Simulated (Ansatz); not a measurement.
## HfC: response to strain

Base system: HfC in the rock salt structure (space group Fm-3m, No. 225; a = 4.607 Å; relaxed with 0.1 eV smearing).

Strains are applied to the cell and any free atomic positions relax.

Computed with Ansatz (a quantum-chemistry and plane-wave program), PBEsol, PAW, cutoff 420 eV, no SOC.

Notes on the quantities. energy relative to the base: free energy F.

| isotropic strain (%) | energy relative to the base (meV/atom) |
|---|---|
| -2.5 | 57.4 |
| -2 | 36.2 |
| -1.5 | 20.0 |
| -1 | 8.8 |
| -0.5 | ? |
| 0 | 0.0 |
| 1 | 8.3 |
| 2 | 32.2 |
| 2.5 | 49.5 |

Q: Fit ΔE = Aε² + Bε³ (ε in %) to the rows shown and predict the withheld row.

A: Least squares on the printed values gives A = 8.55 and B = -0.25 meV/atom (largest residual 0.1 meV/atom); this predicts 2.2 meV/atom, and the run gives 2.2 meV/atom, in agreement.

Stability against distortions was not tested. The final runs are not spin-polarised.
